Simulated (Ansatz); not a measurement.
Nb: pressure −2 GPa

Start from Nb in the bcc (W type) structure (space group Im-3m, No. 229; a = 3.2713 Å).

One thing is altered: a negative pressure, −2 GPa.

Calculations: PBEsol/PAW in Ansatz (a first-principles code), no SOC. Settings: 20×20×20 k-points, 0.05 eV Fermi–Dirac smearing.

```json
[
 {"quantity": "volume per atom", "base": "17.50 Å³", "changed": "17.70 Å³", "shift": "+0.20 Å³"},
 {"quantity": "density", "base": "8.81 g/cm³", "changed": "8.72 g/cm³", "shift": "-0.099 g/cm³"},
 {"quantity": "lattice parameter a", "base": "3.271 Å", "changed": "3.284 Å", "shift": "+0.0123 Å"},
 {"quantity": "shortest interatomic distance", "base": "2.833 Å", "changed": "2.844 Å", "shift": "+0.011 Å"},
 {"quantity": "enthalpy H = E + PV relative to the base's energy", "base": "–", "changed": "-0.22 eV/atom", "shift": "–"},
 {"quantity": "band gap", "base": "zero", "changed": "zero", "shift": "–"}
]
```

Final structure:

```
CELL_PARAMETERS angstrom
     -1.64179     1.64179     1.64179
      1.64179    -1.64179     1.64179
      1.64179     1.64179    -1.64179
ATOMIC_POSITIONS crystal
  Nb 0.00000 0.00000 0.00000
```

Cost of the whole job for the changed cell (relaxation, final SCF and bands): very roughly 16 core-seconds.

Load acts through the strain it causes; cell and atoms are relaxed under it. Whether these cells are dynamically stable was not tested. The final runs are not spin-polarised.
